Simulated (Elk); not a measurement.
Input and output of a self-consistent single point for MnCo (Pm-3m, 2 atoms in the cell) (Elk).

Level of theory: PBEsol, all-electron FP-LAPW, Elk's shipped species files, APW+lo basis with extra local orbitals (Elk).

The change in words: lattice scaled by 0.98. Reference geometry:
```xyz
2
Lattice="2.8536 0.0000 0.0000 0.0000 2.8536 0.0000 0.0000 0.0000 2.8536" Properties=species:S:1:pos:R:3 pbc="T T T"
Mn     0.0000     0.0000     0.0000
Co     1.4268     1.4268     1.4268
```
Moments meant for the start (each program seeds them in its own way; μB, in the order of the atoms Mn Co): 4.0 3.0.

Reference input (self-consistent single point, DFT, PBEsol, all-electron FP-LAPW, Elk's shipped species files, APW+lo basis with extra local orbitals): xctype = 22; spinpol = true; rgkmax = 7.5; stype = 0; swidth = 0.00999582 Ha; ngridk = 12 12 12; reducebf = 0.7; gmaxvr = 16 1/bohr; nxlo = 2; lorbcnd = true; rmtscf = 0.91; lmaxi = 3. This run's input differs from it in these lines:

```diff
@@ -43,3 +43,3 @@
 scale
-  5.392522469
+  5.28467202
```

Output, abridged:

```
│ Self-consistent loop started │
│ Loop number : 1 │
 total energy                :     -2548.29929542
 total moment                :    4.079983017
│ Loop number : 2 │
 total energy                :     -2548.51481839
 total moment                :    4.089539610
RMS change in Kohn-Sham potential (target) :    4.279931761     (  0.1000000000E-05)
Absolute change in total energy (target)   :   0.2155229729     (  0.1000000000E-03)
│ Loop number : 3 │
 total energy                :     -2557.88958756
 total moment                :    2.033067028
RMS change in Kohn-Sham potential (target) :    3.298299058     (  0.1000000000E-05)
   [... lines left out ...]
│ Loop number : 26 │
 total energy                :     -2549.86644337
 total moment                :    3.956417206
RMS change in Kohn-Sham potential (target) :   0.4483755881E-05 (  0.1000000000E-05)
Absolute change in total energy (target)   :   0.4374967830E-05 (  0.1000000000E-03)
│ Loop number : 27 │
 total energy                :     -2549.86643398
 total moment                :    3.956374195
RMS change in Kohn-Sham potential (target) :   0.6576609826E-06 (  0.1000000000E-05)
Absolute change in total energy (target)   :   0.8304621588E-05 (  0.1000000000E-03)
Convergence targets achieved

│ Loop number : 28 │

Energies :
 Fermi                       :     0.378034777572
 xc effective B-field        :    -0.181330768962
 external B-field            :      0.00000000000
 total energy                :     -2549.86643676
 (external B-field energy excluded from total)

Density of states at Fermi energy :    48.10101280
 (states/Hartree/unit cell)

Estimated indirect band gap :   0.2249577633E-02
 from k-point     43 to k-point     33
Estimated direct band gap   :   0.3377899658E-02
 at k-point      8

Charges :
 core                        :    22.00000000
 valence                     :    30.00000000
 interstitial                :    2.657407419
 muffin-tins (core leakage)
  species :    1 (Mn)
   atom    1                 :    23.49753446     (  0.5549694038E-10)
  species :    2 (Co)
   [... lines left out ...]
 total charge                :    52.00000000
 error                       :   0.1687714650E-03

Moments :
 interstitial                :   0.2837930063E-01
 muffin-tins
  species :    1 (Mn)
   atom    1                 :    2.626542310
  species :    2 (Co)
   atom    1                 :    1.301446347
 total in muffin-tins        :    3.927988657
 total moment                :    3.956367957

│ Self-consistent loop stopped │
```

The run converged in 28 iterations. The count includes the last loop, which Elk runs after its targets are met. Against the reference run the total energy drops by 16.6 meV/atom and the size of the net moment goes from 2.01 to 1.98 μB/atom.

The starting cell comes from a database of computed structures (which also holds hypothetical and non-ambient phases and stackings), without a prior relaxation at this level. For this run, on top of that: lattice scaled by 0.98. The magnetic order is the one reached from the typed start; others were not searched systematically. Values depend on the basis (sphere radii, cutoffs, local orbitals), which need not be converged. The log's line on a gap gives a spacing of levels on this mesh, which the program prints for metals too.

Cost on one core of a shared machine: roughly 3 min.
